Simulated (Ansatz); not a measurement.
## Short convergence ladders for CrW (Cmmm, 2 atoms in the cell)

```
CELL_PARAMETERS angstrom
      1.53661    -2.20218     0.00000
      1.53661     2.20218     0.00000
      0.00000     0.00000     4.23919
ATOMIC_POSITIONS crystal
  Cr 0.00000 0.00000 0.00000
  W  0.50000 0.50000 0.50000
```

Base method: LDA (PW92), default PAW files made with PBE (plane waves; Ansatz, an electronic-structure program).

Base settings: basis.ecutwfc = 420 eV; kpoints.mp_grid.grid = 13 13 8; hamiltonian.xc = lda; hamiltonian.pseudopotentials = {kind: paw} (the program's default PAW files); scf.occupations.method = gaussian; scf.occupations.width = 0.1 eV.

Core times come from one kind of shared machine, to one figure; runs under 30 s give none.

**Zone-centre phonons against the cutoff**

In this ladder: phonons.method = dfpt.

The mesh stays at the base's, so the ladder's end is converged at best in this setting alone.

Frequencies are those of the unrelaxed cell, without the LO-TO term of polar crystals.

Only quantities that move along the ladder and can be compared are tabulated.

```tsv
basis.ecutwfc	highest zone-centre frequency (cm⁻¹)	core time / last (rough)
210 eV	236.2	0.3
250 eV	268.4	0.3
295 eV	262.1	0.4
355 eV	262.4	0.4
420 eV	262.3	0.5
505 eV	262.3	0.6
630 eV	262.3	1
```

Coarsest basis.ecutwfc that holds the highest zone-centre frequency within 1 cm⁻¹ of the last step, with all finer ones: 295 eV, at about 0.4 of the last step's time; the step before is off by 6.2 cm⁻¹.

**The force threshold of a relaxation**

On CrW (Cmm2, 2 atoms in the cell): one atom moved by 0.15 angstrom.

In this ladder: relax = atoms.

The mesh stays at the base's, so the ladder's end is converged at best in this setting alone.

Only quantities that move along the ladder and can be compared are tabulated.

```csv
relax.f_tol,free energy less the last step's (meV/atom),largest force left (eV/Å),relaxation steps
0.2 eV/Å,0.94,0.1958,3
0.1 eV/Å,0.00,0.0004,3
0.05 eV/Å,0.00,0.0005,3
0.03 eV/Å,0.00,0.0005,4
0.02 eV/Å,0.00,0.0006,4
0.01 eV/Å,0.00,0.0006,4
0.005 eV/Å,0.00,0.0006,4
0.002 eV/Å,0.00,0.0006,4
0.001 eV/Å,0.00,0.0006,4
```

Coarsest relax.f_tol that holds the largest force left within 0.01 eV/Å of the last step, with all finer ones: 0.1 eV/Å; the step before is off by 0.20 eV/Å.

Coarsest relax.f_tol that holds the free energy within 0.05 meV/atom of the last step, with all finer ones: 0.1 eV/Å; the step before is off by 0.94 meV/atom.

On the base run: the starting cell comes from a database of computed structures (which also holds hypothetical and non-ambient phases and stackings), without a prior relaxation at this level. Its lattice was rescaled by up to half a per cent. Spin polarisation is off. In the base run, with a pressure of about -19 GPa the cell is away from its equilibrium volume at this level.

Keys are those of Ansatz 0.2.
